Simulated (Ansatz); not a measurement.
## N_O in beta Ga2O3

All values below come from PBE, PAW (plane waves to 420 eV; Ansatz, an electronic-structure program). The supercell holds 120 host sites (1×3×2 repeats of a cell of 20 atoms), with a 2×2×2 shifted k-point sampling for the final energies. Site at the start: the O(3) site. Charged cells carry a point-charge image correction with potential alignment at far atoms. Dielectric constants: PBE linear response of the host. Host gap at this level: 2.01 eV. A cell of this size leaves errors of a few tenths of an eV. Levels are measured in PBE's own, too narrow, gap. Spin–orbit coupling is left out. Each state is the lowest found from its start.

Formation energies E_f are given with the Fermi level at the valence-band maximum. Chemical conditions: Ga-rich (Δμ(O) = -3.04 eV, Δμ(N) = -0.88 eV, bounded by wurtzite GaN; only phases computed here count, gases as isolated molecules at 0 K). Reference phases: N: N2 molecule in a box, O: O2 molecule in a box.

Charges with a result: +1, 0, −1. Others weren't obtained, and one of them could lie lower, also by skipping a charge.

```tsv
charge	moment (μB)	point group	largest move off a lattice site (Å)	image correction with alignment (eV)	E_f, Ga-rich (eV)	above the lowest spin state (eV)
+1†	2.0	–	0.17	0.14	–	0.00
+1*	not spin-polarised	–	0.06	–	–	0.25
0	1.0	Cs	0.09	0.00	2.85	0.00
−1	not spin-polarised	Cs	0.09	0.14	3.34	0.00
```

* At this level the carrier isn't localised at the defect: . Such a state is shallow or no state of the defect, and this cell gives it no level.

† Not settled in this cell, so no level is given: charge +1: level within 0.1 eV of a band edge or past it.

Point groups are those of the whole cell at tolerances of 0.03 and 0.1 Å ("near" where only the looser one holds); none is given for unsettled states.

Not the lowest form: the same atoms on another site or from another start ended lower, by 0.72 eV at charge 0. The levels below are those of this configuration alone.

Transition levels above the valence-band maximum: ε(0/−1) = 0.49 eV.

Flagged in the runs: a host whose relaxation on this sampling wasn't shown to rest.
